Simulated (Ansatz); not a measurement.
PBE against r2SCAN: WSi2, isotropic strain +4.34 %

Start from WSi$_{2}$ (space group I4/mmm, No. 139; a = 3.229 Å, c = 7.870 Å; relaxed with 0.1 eV smearing).

(Cell as relaxed with PBE.)

Levels (all Ansatz, a quantum-chemistry and plane-wave program, PAW, earlier PAW set): PBE (420 eV, no spin-orbit coupling); r2SCAN (500 eV, scalar-relativistic without spin-orbit coupling).

Each level relaxes its own structure.

| base | PBE | r2SCAN |
|---|---|---|
| volume per atom | 13.68 Å³ | 13.42 Å³ |
| lattice parameter a | 3.229 Å | 3.212 Å |
| band gap | zero | zero |

Now apply this change: every lattice vector is stretched by 4.34 %, atoms relaxed at fixed cell.

```tsv
quantity	PBE	r2SCAN
energy relative to the base (free energy F)	+136 meV/atom	+143 meV/atom
largest internal atomic displacement	0.022 Å	0.024 Å
pressure (mean of the normal stresses, compression positive)	-20.7 GPa	-22.3 GPa
band gap	zero	zero
```

PBE's energy relative to the base lies 7.7 meV/atom below r2SCAN's; PBE's pressure lies 1.6 GPa above r2SCAN's; the two agree on the band gap. Neither level is exact; r2SCAN is the comparison here, not a measurement.

Stability against distortions was not tested. The final runs are not spin-polarised.
